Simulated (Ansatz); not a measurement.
We consider cubic perovskite CsCaF3, described by r²SCAN (PAW; Ansatz, a program for electronic structure).

Settings: plane-wave cutoff 560 eV, 8×8×8 k mesh, Fermi–Dirac smearing 0.01 eV, scalar-relativistic PAW data made under PBE.

Pressure at four volumes; x = ln(V/18.429 Å³). One pressure is withheld.

```csv
V (Å³/atom),x,P (GPa)
17.324,-0.0618,?
17.692,-0.0408,2.47
18.429,0.0000,0.00
19.535,0.0583,-2.79
```

### Question
Pass a parabola P(x) through the three rows shown, estimate the bulk modulus and its pressure derivative near zero pressure, and predict the withheld pressure.

### Answer
Slopes between the rows: (0.00 − (2.47))/(0.0000 − (-0.0408)) = -60.54 and (-2.79 − (0.00))/(0.0583 − (0.0000)) = -47.86 GPa. Their difference over the span 0.0991 is c = 12.68/0.0991 = 128.0 GPa, so P(x) = 2.47 + (-60.54)(x − (-0.0408)) + 128.0 (x − (-0.0408))(x − (0.0000)). At the middle row B = −dP/dx = −[-60.54 + 128.0 × 0.0408] = 55.3 GPa, and B′ = dB/dP = 2c/B = 4.6. At x = -0.0618 the parabola gives 3.91 GPa; the run gives 3.94 GPa. The Birch–Murnaghan fit to the energies at all volumes has B0 = 54.9 GPa and B′ = 4.8.

Measured, for comparison: bulk modulus 50.9 GPa (room temperature, no zero-point or thermal correction; as tabulated in Vaitheeswaran et al. (2016), arXiv:1609.00541). Computed less measured: bulk modulus +8 % (against room or unstated temperature, where such soft solids are markedly softer).

Note: the relaxation could not lower the start's symmetry, so the cell can be a saddle point above a distorted one.

Spin–orbit coupling is not included.
